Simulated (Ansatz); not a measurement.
## Hypothetical R-3m LuCuSe2, response to strain

Base system: LuCuSe$_{2}$ (space group R-3m, No. 166; a hypothetical phase, not in the database extracts checked).

```
LuCuSe2
1.0
    1.99757     1.15330     6.13516
   -1.99757     1.15330     6.13516
    0.00000    -2.30659     6.13516
Lu Cu Se
1 1 2
Cartesian
  0.00000   0.00000   0.00000
  0.00000   0.00000   9.20274
  0.00000   0.00000   4.50779
  0.00000   0.00000  13.89770
```

Strains are applied to the cell and any free atomic positions relax.

All numbers come from Kohn–Sham DFT with the PBE functional, run in Ansatz (a program for electronic structure) with PAW and 420 eV plane waves, no SOC.

Notes on the quantities. pressure: mean of the normal stresses, compression positive.

```json
[
 {"isotropic strain (%)": "-0.88", "pressure (GPa)": "1.9"},
 {"isotropic strain (%)": "0", "pressure (GPa)": "0.0"},
 {"isotropic strain (%)": "0.77", "pressure (GPa)": "-1.5"},
 {"isotropic strain (%)": "0.96", "pressure (GPa)": "?"},
 {"isotropic strain (%)": "1.06", "pressure (GPa)": "-2.0"},
 {"isotropic strain (%)": "3.08", "pressure (GPa)": "-4.9"}
]
```

Problem. Fit P = P₀ − Bδ + Cδ² with δ = (1 + ε)³ − 1 to the rows shown and predict the withheld row.

Solution. Least squares on the printed values gives P₀ = 0.0 GPa, B = 68.1 GPa (at held cell shape), C = 175 GPa (largest residual 0.0 GPa); this predicts -1.8 GPa, and the run gives -1.8 GPa, in agreement.

Whether these cells are dynamically stable was not tested. The final runs are not spin-polarised.
